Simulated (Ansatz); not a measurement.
Cells marked so need not be the phases stable at ambient conditions, and some may be hypothetical.

 Where the default PAW files enter, the runs use the earlier of Ansatz's two default sets.

The gap is the functional's own. No spin-orbit coupling. Mid-gap values are interpolated on the energy grid.

A. RbIO3 (R3m, not sure to be the ambient phase, 5 atoms a cell, 18.5 Å³ an atom), along the normal of (110)
B. NaSe (P6_3/mmc, not sure to be the ambient phase, 8 atoms a cell, 25.2 Å³ an atom), along the normal of (100)
C. Li2ZrN2 (P-3m1, not sure to be the ambient phase, 5 atoms a cell, 10.1 Å³ an atom), along the normal of (111)

Problem. Put the candidates in order of mid-gap decay constant of the slowest evanescent state, highest first, for r2SCAN (Ansatz, a quantum-chemistry and plane-wave program).

Solution. A (0.34 1/Å), C (0.23 1/Å), B (0.13 1/Å)
